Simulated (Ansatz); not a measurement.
## MoTe2 (model structure, started from the rutile type, P4₂/mnm, No. 136, 6 atoms in the cell): equilibrium lattice constant a by level of theory

No measured value is used here.

```csv
level (code),value (Å)
PBE (Ansatz),6.681
PBEsol (Ansatz),6.621
PBE-D3(BJ) (Ansatz),6.588
```

PBE-D3(BJ): a distance lies near a switch of the dispersion term, which can move the cell. Ansatz's density-functional and Hartree–Fock values are scalar-relativistic unless marked +SOC, with PAW data made under PBE.

A model structure was made by putting elements into a prototype or built by hand; it is no filed structure, need not be a known phase, and can be a saddle point held by its symmetry.

Ansatz is a program for electronic structure.
